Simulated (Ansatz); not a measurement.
Take KF in the rock salt structure (space group Fm-3m, No. 225; a = 5.307 Å) as the base.

Level of theory: Kohn–Sham DFT with the PBEsol functional, run in Ansatz (a program for electronic structure) with PAW and 420 eV plane waves, no spin-orbit coupling.

Strains are applied to the cell and any free atomic positions relax.

One change was made to it. Results:

```json
[
 {"quantity": "energy relative to the base (free energy F)", "base": "0 meV/atom", "after": "+0.5 meV/atom"},
 {"quantity": "gap character", "base": "direct at Γ", "after": "direct at Γ"},
 {"quantity": "pressure", "base": "-0.01 GPa", "after": "-0.49 GPa"}
]
```

Which change produced these results?
A. isotropic strain −2.50 %
B. isotropic strain +2.50 %
C. isotropic strain +0.50 %

C, isotropic strain +0.50 %. For comparison, the energy relative to the base in the other runs: isotropic strain +2.50 % gives +9.9 meV/atom; isotropic strain −2.50 % gives +12 meV/atom.

No phonon test of stability was made.
